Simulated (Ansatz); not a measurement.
Method: PBE (plane waves to 420 eV, PAW; Ansatz, a quantum-chemistry and plane-wave program).

Electrostatic potential energy of an electron, averaged over planes parallel to the surface, in eV from the Fermi level, for a constructed model of the (0001) surface of hcp Ti, a layer of Os in place of the second plane (bottom of the slab: a bare face, its two planes held):

(z (Å), V (eV)): (3.72, 4.42); (4.01, 4.42); (4.30, 4.41); (4.58, 4.40); (4.87, 4.38); (5.16, 4.33); (5.44, 4.25); (5.73, 4.09); (6.02, 3.80); (6.30, 3.26); (6.59, 2.30); (6.88, 0.64); (7.16, -2.51); (7.45, -7.58); (7.73, -11.57); (8.02, -12.90); (8.31, -11.43); (8.59, -7.35); (8.88, -2.41); (9.17, -0.30); (9.45, -1.66); (9.74, -6.30); (10.03, -10.75); (10.31, -12.67); (10.60, -11.75); (10.89, -8.05); (11.17, -3.04); (11.46, -0.36); (11.74, -0.95); (12.03, -4.96); (12.32, -9.77); (12.60, -12.38); (12.89, -12.19); (13.18, -9.23); (13.46, -4.34); (13.75, -0.83); (14.04, -0.90); (14.32, -4.53); (14.61, -9.47); (14.90, -12.49); (15.18, -12.64); (15.47, -9.93); (15.76, -5.29); (16.04, -2.23); (16.33, -4.59); (16.61, -10.94); (16.90, -16.66); (17.19, -18.66); (17.47, -15.81); (17.76, -9.90); (18.05, -4.60); (18.33, -4.92); (18.62, -9.05); (18.91, -12.26); (19.19, -12.91); (19.48, -10.70); (19.77, -6.16); (20.05, -1.44); (20.34, 1.06); (20.62, 2.44); (20.91, 3.22); (21.20, 3.65); (21.48, 3.88); (21.77, 4.01); (22.06, 4.08); (22.34, 4.11); (22.63, 4.13); (22.92, 4.14); (23.20, 4.15); (23.49, 4.15)

Slab: 6 atoms, 11.4 Å thick at the start; k 15x15x1, smearing 0.1 eV, dipole-corrected; 2 atoms held, the rest relaxed; held to the start's symmetry, so lower structures may exist; no spin, no spin-orbit, no U. In PBE it lies 0.07 eV a 1x1 cell over the lowest computed structure of the same composition (a layer of Os in place of the third plane).

The vacuum level lies 4.15 eV above the Fermi level over the top face and 4.42 eV above it under the bottom face.
